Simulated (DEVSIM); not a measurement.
Structure: illuminated GaAs p-on-n cell, one wavelength, at 350 K.

| layer (left to right) | material | thickness (μm) | Nd (cm⁻³) | Na (cm⁻³) | τn (s) | τp (s) | absorption coefficient (cm⁻¹) |
|---|---|---|---|---|---|---|---|
| 1 | GaAs | 0.760 | - | 8.2e17 | 7.2e-11 | 3.5e-9 | 26000 |
| 2 | GaAs | 3.10 | 1.4e15 | - | 4e-9 | 4e-9 | 26000 |

Left contact: ohmic, minority electron recombination velocity 1e5 cm/s. Right contact: ohmic, minority hole recombination velocity 20 cm/s. Voltage is applied to the left contact. Recombination: SRH at mid-gap, radiative, Auger. Light enters at the left, 2.7e18 photons cm⁻² s⁻¹, one pass, no reflection. Mobility is μmin + (μ − μmin)/(1 + (N/Nref)^α).

The device is made up for the run: typed textbook-type constants, with dimensions and the other settings drawn at random. Values at 300 K; Nc and Nv go as T^1.5, mobilities as T to minus their exponent, the gap by Varshni's rule with the affinity fixed.

```
parameter             GaAs
----------------  --------
gap (eV)             1.424
affinity (eV)         4.07
permittivity          12.9
Nc (cm⁻³)           4.7e17
Nv (cm⁻³)             9e18
μn (cm²/Vs)           8500
μp (cm²/Vs)            400
μn,min                 500
μp,min                  20
Nref,n                6e16
Nref,p              1.5e17
αn                    0.39
αp                    0.38
T exponent of μn       2.1
T exponent of μp       2.2
B (cm³/s)            2e-10
Cn (cm⁶/s)           1e-30
Cp (cm⁶/s)           1e-30
Varshni α (eV/K)  0.000541
Varshni β (K)          204
```

Model (solved in DEVSIM): 1D drift-diffusion, Boltzmann statistics, complete ionisation; no tunnelling, impact ionisation, image-force lowering or self-heating.

The thickness of layer 2 was swept, all else fixed.

```tsv
thickness of layer 2 (μm)	share of generated pairs collected at short circuit	fill factor	dark forward voltage at 100 A/cm² (V)	short-circuit current (mA/cm²)
0.62	0.664	0.80	1.113	279
1.1	0.671	0.81	1.106	288
1.9	0.672	0.81	1.097	291
3.1	0.672	0.81	1.088	291
5.3	0.671	0.81	1.084	290
9.3	0.671	0.81	1.100	290
16	0.671	0.81	1.155	290
```

From the first row to the last the share of generated pairs collected at short circuit goes from 0.664 to 0.671. From the first row to the last the fill factor goes from 0.80 to 0.81.
